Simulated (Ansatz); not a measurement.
Defect: interstitial K in beta Si3N4, charge state +1. The step: K moves alone to another site; the atom moves 1.46 Å along (0.00, 0.00, 0.50) of the unit cell; the moving atom starts with neighbours N at 2.50, N at 2.52, N at 2.53, 6 N at 2.79; 2 Si at 2.78, Si at 2.80, 2 Si at 3.10, 2 Si at 3.11, 2 Si at 3.13 Å and ends with N at 2.50, N at 2.52, N at 2.53, 6 N at 2.79; 2 Si at 2.78, Si at 2.80, 2 Si at 3.10, 2 Si at 3.11, 2 Si at 3.13 Å. DFT values are from Ansatz (plane-wave PAW, 420 eV unless said) in a cell of 84 host sites, spin-restricted, static, with no finite-size correction. The charge state is imposed; whether it is stable for some Fermi level was not computed. Sites that were not tried may lie lower. For the PBE band: the program found a first-order saddle point.

```json
[
 {"Level": "CHGNet universal potential (has no charge state), its own band", "Forward barrier (eV)": "0.04", "Cost of the band or of the saddle's single point": "-"},
 {"Level": "PBE, the Γ point alone, band relaxed", "Forward barrier (eV)": "0.11", "Cost of the band or of the saddle's single point": "about 9 core-minutes (a rough figure)"},
 {"Level": "PBE, a 2×2×2 k-point mesh shifted by half a step along c, same geometries", "Forward barrier (eV)": "0.10", "Cost of the band or of the saddle's single point": "about 90 core-seconds (a rough figure)"},
 {"Level": "r2SCAN at 500 eV, the Γ point alone, same geometries", "Forward barrier (eV)": "0.11", "Cost of the band or of the saddle's single point": "roughly 40 core-seconds"}
]
```

Ansatz is a first-principles code.
